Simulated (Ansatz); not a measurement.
A computed series for BAs: element substitutions

The reference is BAs in the zinc blende structure (space group F-43m, No. 216; a = 4.7839 Å).

Each row replaces one element on all its sites; cell and atoms are relaxed.

Level of theory: plane-wave PAW DFT at the r2SCAN level (Ansatz, an electronic-structure program, 500 eV), no spin-orbit coupling.

Candidates:
(a) B → Ga
(b) As → Br
(c) As → N

Before the change:

| Item | Value |
|---|---|
| Lattice parameter a | 4.784 Å |

Order them by lattice parameter a, highest first.

(b) As → Br (6.085 Å), (a) B → Ga (5.667 Å), (c) As → N (3.610 Å)

Stability against distortions was not tested. As relaxed here, BBr is a hypothetical phase, not in the database extracts checked.
